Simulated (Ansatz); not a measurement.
Data:

End structure of the (111)B surface of zinc-blende InAs, As-terminated, 2x2 with 2 H on 4 top atoms (bottom of the slab: 3 H on 4 bottom sites):

```
CELL_PARAMETERS angstrom
      8.74788     0.00000     0.00000
     -4.37394     7.57589     0.00000
      0.00000     0.00000    31.00000
ATOMIC_POSITIONS crystal
  In 0.32869 0.17140 0.31251
  In 0.84271 0.17140 0.31251
  In 0.32866 0.65732 0.31262
  In 0.83338 0.66675 0.33419
  As 0.16666 0.33331 0.34612
  As 0.66106 0.32212 0.34495
  As 0.17815 0.83922 0.34499
  As 0.66107 0.83922 0.34499
  In 0.16667 0.33333 0.43171
  In 0.66667 0.33333 0.43171
  In 0.16667 0.83333 0.43171
  In 0.66667 0.83333 0.43171
  As 0.00000 0.00000 0.46051
  As 0.50000 0.00000 0.46051
  As 0.00000 0.50000 0.46051
  As 0.50000 0.50000 0.46051
  In 0.99902 0.99804 0.54668
  In 0.49935 0.99870 0.54678
  In 0.99986 0.50042 0.54745
  In 0.50056 0.50042 0.54745
  As 0.33236 0.16490 0.57613
  As 0.83254 0.16490 0.57613
  As 0.33379 0.66757 0.57691
  As 0.83376 0.66752 0.57717
  In 0.32016 0.14021 0.66311
  In 0.82005 0.14021 0.66311
  In 0.34651 0.69302 0.66392
  In 0.84650 0.69300 0.66411
  As 0.16850 0.33700 0.68238
  As 0.66849 0.33698 0.68250
  As 0.16507 0.82979 0.70218
  As 0.66472 0.82979 0.70218
  H  0.33228 0.16703 0.25635
  H  0.83475 0.16703 0.25635
  H  0.33270 0.66540 0.25646
  H  0.16423 0.32845 0.73162
  H  0.66389 0.32779 0.73173
```

Slab: 37 atoms, 15.0 Å thick at the start with caps and adatoms; k 3x3x1, smearing 0.025 eV, dipole-corrected; 8 atoms held, the rest relaxed; start symmetry kept, larger cells not searched; spin-polarised, no spin-orbit, no U. The slab shows no gap over 0.04 eV on its mesh. The starting moment vanished. It is one candidate, not shown to be the stable structure of the face.

Question: Estimate the work function of the top face that PBE run with Ansatz (a quantum-chemistry and plane-wave program) returns for this input.

Answer: 5.34 eV
